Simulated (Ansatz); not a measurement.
Consider interstitial Ca in wurtzite GaN, charge state +2. The step: one Ca atom jumps by itself; the atom moves 2.62 Å along (0.00, 0.00, -0.50) of the unit cell; the moving atom starts with neighbours 3 Ga at 2.41, 3 Ga at 2.65; 3 N at 2.16, 3 N at 2.46 Å and ends with 3 Ga at 2.41, 3 Ga at 2.65; 3 N at 2.16, 3 N at 2.46 Å. DFT values are from Ansatz (plane-wave PAW, 420 eV unless said) in a cell of 72 host sites, spin-restricted, static, with no finite-size correction. The charge state is imposed; whether it is stable for some Fermi level was not computed. Sites that were not tried may lie lower. For the PBE band: the saddle point's order was not checked.

```tsv
Level	Forward barrier (eV)	Cost of the band or of the saddle's single point
CHGNet universal potential (has no charge state), its own band	1.38	-
PBE, a 2×2×2 k-point mesh shifted by half a step along c, band relaxed	2.85	roughly 4 core-hours
r2SCAN at 500 eV, a 2×2×2 k-point mesh shifted by half a step along c, same geometries	…	about 8 core-minutes (a rough figure)
```

Problem. Complete the blanks.

Solution. 
- r2SCAN at 500 eV, a 2×2×2 k-point mesh shifted by half a step along c, same geometries, Forward barrier (eV): 2.83

Ansatz is an electronic-structure program.
